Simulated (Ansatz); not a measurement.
Consider a 16-atom supercell of TiN in the rock salt structure (space group Fm-3m, No. 225) at its relaxed geometry.

```xyz
16
Lattice="0.0000 4.2467 4.2467 4.2467 0.0000 4.2467 4.2467 4.2467 0.0000" Properties=species:S:1:pos:R:3 pbc="T T T"
N      0.0000     0.0000     0.0000
N      2.1234     2.1234     0.0000
N      2.1234     0.0000     2.1234
N      4.2467     2.1234     2.1234
N      0.0000     2.1234     2.1234
N      2.1234     4.2467     2.1234
N      2.1234     2.1234     4.2467
N      4.2467     4.2467     4.2467
Ti     2.1234     2.1234     2.1234
Ti     4.2467     4.2467     2.1234
Ti     4.2467     2.1234     4.2467
Ti     6.3701     4.2467     4.2467
Ti     2.1234     4.2467     4.2467
Ti     4.2467     6.3701     4.2467
Ti     4.2467     4.2467     6.3701
Ti     6.3701     6.3701     6.3701
```

Level of theory: Ansatz (a program for electronic structure), PBE, PAW, cutoff 420 eV, no SOC, earlier PAW set.

For the base:

| Item | Result |
|---|---|
| Pressure | 0.0 GPa |

One thing is altered: one N atom is replaced by Ti, atoms relaxed at fixed cell, starting from a slightly rattled geometry.

Q: What does the calculation give for the pressure, largest displacement of a host atom from its site in the perfect cell and shift of the substituted atom off its lattice site after the change?

A: The pressure goes from zero to 25.2 GPa; the largest displacement of a host atom from its site in the perfect cell is 0.34 Å; the shift of the substituted atom off its lattice site is 0.95 Å.

In so small a cell the defect repeats every few ångströms: this is an ordered compound, not a dilute defect. All final runs are without spin polarisation. An odd electron count without spin: Ti9N7 and TiN. The defect cell is not spin-polarised.
